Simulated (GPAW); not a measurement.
**What a tighter setting buys: kpts, WC (Fm-3m, 2 atoms in the cell)**

```
CELL_PARAMETERS angstrom
      0.00000     2.19268     2.19268
      2.19268     0.00000     2.19268
      2.19268     2.19268     0.00000
ATOMIC_POSITIONS crystal
  W  0.00000 0.00000 0.00000
  C  0.50000 0.50000 0.50000
```

Level of theory: LDA (Perdew-Wang 92), real-space grid, GPAW PAW datasets LDA (gpaw-data 1.0.1) run with GPAW.

Base settings: mode = fd; h = 0.18 Å; xc = LDA; kpts = 10 10 10; mesh shift (steps) = 0 0 0; occupations.name = fermi-dirac; occupations.width = 0.1 eV; nbands = -6; convergence.forces = 0.001 eV/Å; symmetry.symmorphic = false.

Misses are taken against the tightest run, 17 17 17, which need not be fully converged itself. The energy is the free energy per atom.

Core times come from one kind of shared machine and are given to one figure; runs under 30 s give none.

The starting cell comes from a database of computed structures (which also holds hypothetical and non-ambient phases and stackings), without a prior relaxation at this level. Spin polarisation is off.

| kpts | energy less reference (meV/atom) | core time / reference (rough) |
|---|---|---|
| 1 1 1 | 8893.50 | – |
| 2 2 2 | 965.38 | – |
| 3 3 3 | 310.79 | – |
| 4 4 4 | -60.90 | – |
| 5 5 5 | -20.12 | – |
| 6 6 6 | 25.81 | 0.1 |
| 7 7 7 | -10.95 | 0.1 |
| 9 9 9 | 5.30 | 0.2 |
| 10 10 10 | -6.03 | 0.4 |
| 12 12 12 | -2.19 | 0.3 |
| 14 14 14 | 0.29 | 0.8 |
| 17 17 17 | 0.00 | 1 |

Coarsest setting among those run that, with all tighter ones, holds the energy within 10 meV/atom of the reference: 9 9 9, off by 5.3 meV/atom; it needs about 0.2 of the reference's time.

Coarsest setting among those run that, with all tighter ones, holds the energy within 2 meV/atom of the reference: 14 14 14, off by 0.29 meV/atom; its saving against the reference is no more than about a factor of 2 in time.

The step from 12 12 12 to 14 14 14: it takes the miss in the energy from 2.2 to 0.29 meV/atom, for roughly 2 times the time.
